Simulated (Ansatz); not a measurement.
Band gap of Ta2O5 (Pbam, No. 55, 14 atoms in the cell; start mp-1104837) at several levels of theory

No measured value is used here.

| level (code) | value (eV) |
|---|---|
| LDA (Ansatz) | 2.08 |
| PBEsol (Ansatz) | [?] |
| PBEsol+SOC (Ansatz) | 2.13 (direct) |
| r²SCAN+SOC (Ansatz) | 2.64 (direct) |
| PBE0 (Ansatz) | 4.50 |

Question: Complete the blanks.

Answer: 
- PBEsol (Ansatz, a quantum-chemistry and plane-wave program), value (eV): 2.17

Computed values are for a static lattice. Levels without +SOC have no spin–orbit coupling; where heavier elements are present it shifts gaps, mostly down, and can invert bands.  PBEsol+SOC, r²SCAN+SOC: the gap is read on the k mesh or supercell of the run alone and can be too large. Values are at the PBEsol cell. Cutoffs and k meshes differ between the levels. Ansatz's density-functional and Hartree–Fock values are scalar-relativistic unless marked +SOC, with PAW data made under PBE.

A start named mp-… is a Materials Project structure, which need not be a measured phase.
